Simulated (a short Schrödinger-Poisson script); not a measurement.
Stack: symmetric double-gate stack, SiO2 on p-type InP, at 300 K.

| layer | material | thickness (nm) | Na (cm⁻³) |
|---|---|---|---|
| 1 | SiO2 | 3.7 | - |
| 2 | InP | 6 | 2e18 |
| 3 | SiO2 | 3.7 | - |

Constants are typed, rounded textbook-type inputs, not results; the design itself was drawn at random and stands for no fabricated device. SiO2: permittivity 3.9, conduction-band edge (eV) 3.48, gap (eV) 9, electron mass (mₑ) 0.5. InP: permittivity 12.5, conduction-band edge (eV) 0, gap (eV) 1.344, Nv at 300 K (cm⁻³) 1.1e19.

Channel valleys (confinement mass, in-plane density-of-states mass, number): Γ 0.08, 0.08, 1. At the gates, both at one voltage, the conduction-band edge of layer 1 lies 3.84 eV − eVg above the Fermi level of the channel. Gaps are held at their typed values at every temperature. Mesh 0.03 nm at interfaces.

From a short Schrödinger-Poisson script (our own, NumPy): 1D Poisson equation in equilibrium, electrons quantum, Hartree (BenDaniel-Duke, 12 states a valley, the channel's in-plane mass for all, wave functions free to enter the dielectric), parabolic valleys, classical holes, full ionisation, no traps, pinning or gate leakage.

The same stack at other levels of the model or other numerical settings:

```
run                                                                  sheet density of all electrons at Vg = 2.55 V (cm⁻²)  sheet density of all electrons at Vg = 0.75 V (cm⁻²)  capacitance of both gates at Vg = 2.55 V (μF/cm²)  rough cost against the base
-------------------------------------------------------------------  ----------------------------------------------------  ----------------------------------------------------  -------------------------------------------------  ---------------------------
base                                                                                                              1.73e13                                               1.61e12                                               1.49                      about 1
electrons treated as classical, Boltzmann                                                                         2.23e13                                               2.49e12                                               1.82                         0.06
electrons treated as classical, Fermi-Dirac                                                                       1.78e13                                               1.98e12                                               1.47                          0.2
electrons treated as quantum, Hartree plus LDA exchange-correlation                                               1.77e13                                               1.75e12                                               1.50                            2
mesh six times as coarse                                                                                          1.72e13                                               1.58e12                                               1.49                          0.3
one subband a valley                                                                                              1.59e13                                               1.61e12                                               1.29                          0.4
```

The classical rows ignore confinement, and Boltzmann statistics overrate the density once the band edge passes the Fermi level.

Above a few 1e12 electrons/cm² a light Γ valley is non-parabolic and upper valleys begin to fill, which the model leaves out.
